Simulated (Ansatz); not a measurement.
## hypothetical zinc blende CsBr with two functionals

Take CsBr in the zinc blende structure (space group F-43m, No. 216; a = 8.193 Å; a hypothetical phase, not in the database extracts checked) as the base.

(Cell as relaxed with PBE.)

Levels (all Ansatz, an electronic-structure program, PAW): PBE (420 eV, scalar-relativistic without spin-orbit coupling); PBEsol (420 eV, no spin-orbit coupling).

Each level relaxes its own structure.

| quantity | PBE | PBEsol |
|---|---|---|
| volume per atom | 68.74 Å³ | (withheld) |
| lattice parameter a | 8.193 Å | (withheld) |
| band gap | 3.97 eV | (withheld) |
| gap character | indirect, W → Γ | (withheld) |
| electron mass | 0.51 mₑ | (withheld) |

### Question
Given the PBE results, estimate those of PBEsol.

### Answer

- volume per atom, PBEsol: 64.41 Å³
- lattice parameter a, PBEsol: 8.017 Å
- band gap, PBEsol: 4.10 eV
- gap character, PBEsol: indirect, W → Γ
- electron mass, PBEsol: 0.49 mₑ

PBE's volume per atom lies 4.33 Å³ above PBEsol's (6.7 %); PBE's lattice parameter a lies 0.176 Å above PBEsol's (2.2 %); PBE's band gap lies 0.136 eV below PBEsol's; the two agree on the gap character. Neither level is exact; PBEsol is the comparison here, not a measurement.

Masses are band curvatures over ±0.01 Å⁻¹ around the edge. Stability against distortions was not tested.
